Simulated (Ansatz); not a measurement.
Consider the following.

```xyz
5
Lattice="3.9656 0.0000 0.0000 0.0000 3.9656 0.0000 0.0000 0.0000 3.9656" Properties=species:S:1:pos:R:3 pbc="T T T"
K      0.0000     0.0000     0.0000
Ta     1.9828     1.9828     1.9828
O      0.0000     1.9828     1.9828
O      1.9828     1.9828     0.0000
O      1.9828     0.0000     1.9828
```

A single point on KTaO3 with a change (pressure 9 GPa), its geometry relaxed with PBE.

Level of theory: Ansatz (an electronic-structure program), PBE, PAW, cutoff 420 eV, with spin-orbit coupling, earlier PAW set. k-mesh 8×8×8 (Γ-centred); smearing 0.05 eV (Fermi–Dirac).

**Question.** Predict the electron mass, hole mass and width of the top valence band.

**Answer.** The electron mass (degenerate bands, along [100]) is 0.26, 0.73 mₑ (at Γ). The hole mass (degenerate bands, along [100]) is 1.0, 2.7 mₑ (at R) and the width of the top valence band is 1.07 eV.

Single points use the geometry relaxed with PBE. The levels and masses belong to the bands next to the band gap. Load acts through the strain it causes; cell and atoms are relaxed under it. Effective masses come from finite differences of ±0.01 Å⁻¹. Whether these cells are dynamically stable was not tested. No other phases were tried under pressure. The cell was made from KTaO3 in the cubic perovskite structure (space group Pm-3m, No. 221) by this change: pressure 9 GPa.
